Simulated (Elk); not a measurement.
Input and output of a self-consistent single point for Sc2Co (I4/mcm, 6 atoms in the cell) (Elk)

Computed with PBEsol, all-electron FP-LAPW, Elk's shipped species files, default APW+lo basis run with Elk 10.2.4.

Input as run:

```
tasks
  0

xctype
  22

rgkmax
  7.0

stype
  3

swidth
  0.00183747

scale
  9.96504049

avec
   -0.5973664550    0.5973664550    0.5350762907
    0.5973664550   -0.5973664550    0.5350762907
    0.5973664550    0.5973664550   -0.5350762907

atoms
  2   : nspecies
  'Sc.in'   : spfname
  4   : natoms; atposl, bfcmt below
  0.3215900000  0.8215900000  0.1431800000    0.0 0.0 0.0
  0.6784100000  0.1784100000  0.8568200000    0.0 0.0 0.0
  0.8215900000  0.6784100000  0.5000000000    0.0 0.0 0.0
  0.1784100000  0.3215900000  0.5000000000    0.0 0.0 0.0
  'Co.in'   : spfname
  2   : natoms; atposl, bfcmt below
  0.7500000000  0.7500000000  0.0000000000    0.0 0.0 0.0
  0.2500000000  0.2500000000  0.0000000000    0.0 0.0 0.0

ngridk
  5 5 5
```

Output (repeated stretches shortened):

```
│ Elk code version 10.2.4 │

All units are atomic (Hartree, Bohr, etc.)

│ Ground-state run starting from atomic densities │

Lattice vectors :
  -5.952780911       5.952780911       5.332056902
   5.952780911      -5.952780911       5.332056902
   5.952780911       5.952780911      -5.332056902

Unit cell volume      :    755.7785546
Brillouin zone volume :   0.3282048848

Muffin-tin inner radius fraction :   0.1000000000E-01

Nuclei treated as point charges

Species :    1 (Sc)
 parameters loaded from : Sc.in
 name : scandium
 nuclear charge    :   -21.00000000
 electronic charge :    21.00000000
 atomic mass :    81949.61066
 muffin-tin radius :    2.400000000
 number of radial points in muffin-tin :    497
 atomic positions (lattice), magnetic fields (Cartesian) :
   1 :  -0.17841000  0.32159000  0.14318000    0.00000000  0.00000000  0.00000000
   2 :   0.17841000 -0.32159000 -0.14318000    0.00000000  0.00000000  0.00000000
   3 :   0.32159000  0.17841000  0.50000000    0.00000000  0.00000000  0.00000000
   4 :  -0.32159000 -0.17841000  0.50000000    0.00000000  0.00000000  0.00000000

Species :    2 (Co)
 parameters loaded from : Co.in
 name : cobalt
 nuclear charge    :   -27.00000000
 electronic charge :    27.00000000
 atomic mass :    107428.6517
 muffin-tin radius :    2.400000000
 number of radial points in muffin-tin :    497
 atomic positions (lattice), magnetic fields (Cartesian) :
   1 :   0.25000000  0.25000000  0.00000000    0.00000000  0.00000000  0.00000000
   2 :  -0.25000000 -0.25000000  0.00000000    0.00000000  0.00000000  0.00000000

Total number of atoms per unit cell :    6

Spin treatment :
 spin-unpolarised

Number of Bravais lattice symmetries :   16
Number of crystal symmetries         :   16
Crystal has inversion symmetry
Real symmetric eigensolver will be used

k-point grid :      5     5     5
k-point offset :    0.000000000       0.000000000       0.000000000
   [... lines left out ...]
Maximum |G| for potential and density :    12.00000000
 potential will be trimmed for |G| > 2 gkmax
Constant for pseudocharge density :    7
Radial integration step length :    4

G-vector grid sizes :     40    40    40
Number of G-vectors :    22049

Maximum angular momentum used for
 APW functions                      :    8
 outer part of muffin-tin           :    6
 inner part of muffin-tin           :    1

Total nuclear charge    :   -138.0000000
Total core charge       :    64.00000000
Total valence charge    :    74.00000000
Total excess charge     :    0.000000000
Total electronic charge :    138.0000000

Effective Wigner radius, rₛ :    1.093475247

Number of empty states         :   24
Total number of valence states :   61
Total number of core states    :   64

Total number of local-orbitals :   86

Exchange-correlation functional :     22     0     0
 PBEsol, Phys. Rev. Lett. 100, 136406 (2008)
 gradient requirement :    1
 generalised gradient approximation (GGA)

Smearing type :    3
 Fermi-Dirac
Smearing width :   0.1837470000E-02
Effective electronic temperature (K) :    580.2271348

Mixing type :    3
 Broyden mixing, J. Phys. A: Math. Gen. 17, L317 (1984)

Kohn-Sham potential initialised from atomic data
│ Self-consistent loop started │
│ Loop number : 1 │
 total energy                :     -5894.69177800
│ Loop number : 2 │
 total energy                :     -5886.85377282
RMS change in Kohn-Sham potential (target) :   0.7595501731     (  0.1000000000E-05)
Absolute change in total energy (target)   :    7.838005177     (  0.1000000000E-03)
│ Loop number : 3 │
 total energy                :     -5882.82282529
RMS change in Kohn-Sham potential (target) :   0.6836522478     (  0.1000000000E-05)
Absolute change in total energy (target)   :    5.990448827     (  0.1000000000E-03)
│ Loop number : 4 │
 total energy                :     -5878.67778852
RMS change in Kohn-Sham potential (target) :   0.6104611053     (  0.1000000000E-05)
Absolute change in total energy (target)   :    5.642648973     (  0.1000000000E-03)
│ Loop number : 5 │
 total energy                :     -5846.48006286
RMS change in Kohn-Sham potential (target) :   0.1195487527     (  0.1000000000E-05)
Absolute change in total energy (target)   :    33.60838791     (  0.1000000000E-03)
   [... lines left out ...]
Absolute change in total energy (target)   :   0.6944115331E-01 (  0.1000000000E-03)
│ Loop number : 14 │
 total energy                :     -5838.04230482
RMS change in Kohn-Sham potential (target) :   0.5703322599E-04 (  0.1000000000E-05)
Absolute change in total energy (target)   :   0.6597109939E-02 (  0.1000000000E-03)
│ Loop number : 15 │
 total energy                :     -5838.04454183
RMS change in Kohn-Sham potential (target) :   0.1528351434E-04 (  0.1000000000E-05)
Absolute change in total energy (target)   :   0.3886285535E-02 (  0.1000000000E-03)
│ Loop number : 16 │
 total energy                :     -5838.04584372
RMS change in Kohn-Sham potential (target) :   0.9716533467E-05 (  0.1000000000E-05)
Absolute change in total energy (target)   :   0.2273462906E-02 (  0.1000000000E-03)
│ Loop number : 17 │
 total energy                :     -5838.04537440
RMS change in Kohn-Sham potential (target) :   0.7401737665E-06 (  0.1000000000E-05)
Absolute change in total energy (target)   :   0.9904635863E-04 (  0.1000000000E-03)
Convergence targets achieved

│ Loop number : 18 │

Energies :
 Fermi                       :     0.236967361766
 sum of eigenvalues          :     -3391.83259150
 electron kinetic            :      5903.92963786
 core electron kinetic       :      5410.40463467
 Coulomb                     :     -11472.2671545
 Coulomb potential           :     -8942.97060935
 nuclear-nuclear             :     -724.373577576
 electron-nuclear            :     -12552.8165445
 Hartree                     :      1804.92296758
 Madelung                    :     -7000.78184983
 xc potential                :     -352.791619997
 exchange                    :     -262.805108013
 correlation                 :     -6.90039523798
 electron entropic           :    -0.233392705346E-02
 total energy                :     -5838.04535383

Density of states at Fermi energy :    210.5918699
 (states/Hartree/unit cell)

Estimated indirect band gap :   0.6280495093E-03
 from k-point      4 to k-point     16
Estimated direct band gap   :   0.2556169890E-02
 at k-point     17

Charges :
 core                        :    64.00000000
 valence                     :    74.00000000
 interstitial                :    8.813999943
 muffin-tins (core leakage)
  species :    1 (Sc)
   atom    1                 :    19.15566804     (  0.3344284849E-08)
   atom    2                 :    19.15566804     (  0.3344284849E-08)
   atom    3                 :    19.15566804     (  0.3344284849E-08)
   atom    4                 :    19.15566804     (  0.3344284849E-08)
  species :    2 (Co)
   atom    1                 :    26.28166395     (  0.4963379945E-03)
   atom    2                 :    26.28166395     (  0.4963379945E-03)
 total in muffin-tins        :    129.1860001
 total calculated charge     :    138.0143895
 total charge                :    138.0000000
 error                       :   0.1438948877E-01

│ Self-consistent loop stopped │
```

The run converged in 18 iterations. The count includes the last loop, which Elk runs after its targets are met.

The starting cell comes from a database of computed structures (which also holds hypothetical and non-ambient phases and stackings), without a prior relaxation at this level. Its lattice was rescaled by a random factor within 2.5 % of one. Spin polarisation is off. Values depend on the basis (sphere radii, cutoffs, local orbitals), which need not be converged. The log's line on a gap gives a spacing of levels on this mesh, which the program prints for metals too.
